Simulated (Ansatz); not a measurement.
Base system: BeS (space group P4/nmm, No. 129; a = 3.452 Å, c = 5.621 Å; a hypothetical phase, not in the database extracts checked; layered, stacked along the Cartesian z axis).

Perturbation: a hydrostatic pressure of 7.5 GPa.

Levels (all Ansatz, a first-principles code, PAW): PBEsol (420 eV, spin-orbit coupling left out); HSE06 (420 eV, no spin-orbit coupling).

The geometry is relaxed with PBEsol.

| Item | Value |
|---|---|
| PBEsol lowest conduction level above the VBM at special points | Γ 1.97 eV; M 2.55 eV; Z 3.47 eV |

**Question.** Predict the lowest conduction level above the VBM at special points from HSE06.

**Answer.** The lowest conduction level above the VBM at special points changes from Γ 1.97 eV; M 2.55 eV; Z 3.47 eV to Γ 3.02 eV; M 3.60 eV; Z 4.61 eV.

Single points use the geometry relaxed with PBEsol. The levels and masses belong to the bands next to the band gap. Load acts through the strain it causes; cell and atoms are relaxed under it. Stability against distortions was not tested. Competing high-pressure phases were not computed. The base started in Pnma and relaxed to P4/nmm at this level. No dispersion term is included in the PBEsol runs.
